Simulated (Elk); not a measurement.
Worked example: self-consistent single point of NaLiICl (P1, 4 atoms in the cell) in Elk.

Method of the run: PBEsol, all-electron FP-LAPW, Elk's shipped species files, APW+lo basis with extra local orbitals (Elk).

```
CELL_PARAMETERS angstrom
      4.09164     0.00000     0.00000
      0.00000     4.09164     0.00000
      0.00000     0.00000     6.21534
ATOMIC_POSITIONS crystal
  Na 0.49334 0.48004 0.51119
  Li 0.00176 0.01843 0.99629
  I  0.49678 0.47942 0.99479
  Cl 0.00812 0.02211 0.49772
```

Reference input (self-consistent single point, DFT, LDA (PW92), all-electron FP-LAPW, Elk's shipped species files, APW+lo basis with extra local orbitals): rgkmax = 8; swidth = 0.000367493 Ha; ngridk = 4 4 3; gmaxvr = 14 1/bohr; nxlo = 2; lorbcnd = true; lmaxi = 2; maxscl = 100. This run's input differs from it in these lines:

```diff
@@ -2,2 +2,5 @@
   0
+
+xctype
+  22
```

The program printed (abridged):

```
│ Self-consistent loop started │
│ Loop number : 1 │
 total energy                :     -7753.40787972
│ Loop number : 2 │
 total energy                :     -7753.35725969
RMS change in Kohn-Sham potential (target) :    14.92982394     (  0.1000000000E-05)
Absolute change in total energy (target)   :   0.5062003476E-01 (  0.1000000000E-03)
│ Loop number : 3 │
 total energy                :     -7750.02056212
RMS change in Kohn-Sham potential (target) :    7.515606732     (  0.1000000000E-05)
Absolute change in total energy (target)   :    3.349352579     (  0.1000000000E-03)
│ Loop number : 4 │
   [... lines left out ...]
Absolute change in total energy (target)   :   0.4984418874E-03 (  0.1000000000E-03)
│ Loop number : 13 │
 total energy                :     -7746.74341455
RMS change in Kohn-Sham potential (target) :   0.6832369975E-06 (  0.1000000000E-05)
Absolute change in total energy (target)   :   0.1660393100E-03 (  0.1000000000E-03)
│ Loop number : 14 │
 total energy                :     -7746.74341116
RMS change in Kohn-Sham potential (target) :   0.3027649604E-06 (  0.1000000000E-05)
Absolute change in total energy (target)   :   0.4490090487E-04 (  0.1000000000E-03)
Convergence targets achieved

│ Loop number : 15 │

Energies :
 Fermi                       :     0.313546549873E-01
 total energy                :     -7746.74341172

Density of states at Fermi energy :   0.2724868227E-06
 (states/Hartree/unit cell)

Estimated indirect band gap :   0.1474197429
 from k-point     19 to k-point      1
Estimated direct band gap   :   0.1573023709
 at k-point      1

Charges :
 core                        :    48.00000000
 valence                     :    36.00000000
 interstitial                :    5.243713116
 muffin-tins (core leakage)
  species :    1 (Na)
   atom    1                 :    10.03036982     ( -0.8881784197E-15)
  species :    2 (Li)
   atom    1                 :    2.082795791     (   0.000000000    )
  species :    3 (I)
   atom    1                 :    51.00549312     (  0.2038094731E-03)
  species :    4 (Cl)
   atom    1                 :    15.63762815     (  0.1550733935E-04)
 total in muffin-tins        :    78.75628688
 total calculated charge     :    83.99534623
 total charge                :    84.00000000
 error                       :   0.4653774113E-02

│ Self-consistent loop stopped │
```

The run converged in 15 iterations. The count includes the last loop, which Elk runs after its targets are met. Against the reference run the gap on the mesh goes from 3.860 to 4.011 eV.

The starting cell comes from a database of computed structures (which also holds hypothetical and non-ambient phases and stackings), without a prior relaxation at this level. Its atoms were displaced at random from the sites of space group no. 123. Spin-orbit coupling is off. Values depend on the basis (sphere radii, cutoffs, local orbitals), which need not be converged.

Cost on one core of a shared machine: roughly 4 min.
